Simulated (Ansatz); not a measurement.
Al vacancy in wurtzite AlN (start: the Al site; 96-site cell, 2×2×2 shifted sampling). The numbers are results of PBE, PAW (plane waves to 420 eV; Ansatz, a program for electronic structure), not measurements. Total energies of the localised charge states, counted from that of charge 0, and their image corrections (point charge with alignment); the host's valence-band maximum lies at 6.942 eV on the cells' energy zero and its gap is 4.03 eV.

```tsv
charge	moment (μB)	E − E(first) (eV)	correction (eV)
0	3.0	0.000	0.000
−1	2.0	7.554	0.420
−2	1.0	15.338	1.253
−3	not spin-polarised	23.360	2.506
```

Question: Derive the transition levels above the valence-band maximum and say which of them are thermodynamic.

Answer: A level is the Fermi energy at which two charges have equal formation energy: ε(q/q′) = [E(q′) + corr(q′) − E(q) − corr(q)] / (q − q′) − E_VBM.
ε(0/−1) = [(7.554 + 0.420) − (0.000 + 0.000)] / 1 − 6.942 = 1.03 eV
ε(−1/−2) = [(15.338 + 1.253) − (7.554 + 0.420)] / 1 − 6.942 = 1.67 eV
ε(−2/−3) = [(23.360 + 2.506) − (15.338 + 1.253)] / 1 − 6.942 = 2.33 eV
Thermodynamic levels at least 0.1 eV inside the gap: (0/−1) at 1.03 eV; (−1/−2) at 1.67 eV; (−2/−3) at 2.33 eV. Corrections reach 2.51 eV, so the outer levels may be off by several tenths of an eV. Only the charges listed were compared. Charge +1 has its level within 0.1 eV of a band edge or past it. Flagged in the runs: a doubtful potential alignment, a host whose relaxation on this sampling wasn't shown to rest, a strain field that reaches the edge of the cell.
